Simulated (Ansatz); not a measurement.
For RhGe₂ (model structure, started from the C54 type, Fddd, No. 70, 6 atoms in the cell), PBE (Ansatz, an electronic-structure program, plane waves, PAW) gives:

| Item | Result |
|---|---|
| volume per atom | 15.90 Å³/atom |
| enthalpy of formation | -0.077 eV/atom |

Problem. What does PBE-D3(BJ) (plane waves, PAW; Ansatz) give for the same quantities?

Solution. 
- equilibrium volume per atom: 15.30 Å³/atom (decreases by 3.8 %)
- formation enthalpy: -0.143 eV/atom (moves by -0.066 eV/atom)

Changes are worked out from the printed values.

Unless a cell is named, each level is at its own relaxed cell (PBE 15.90, PBE-D3(BJ) 15.30 Å³/atom).

Ansatz's density-functional and Hartree–Fock values are scalar-relativistic unless marked +SOC, with PAW data made under PBE.

A model structure was made by putting elements into a prototype or built by hand; it is no filed structure, need not be a known phase, and can be a saddle point held by its symmetry.
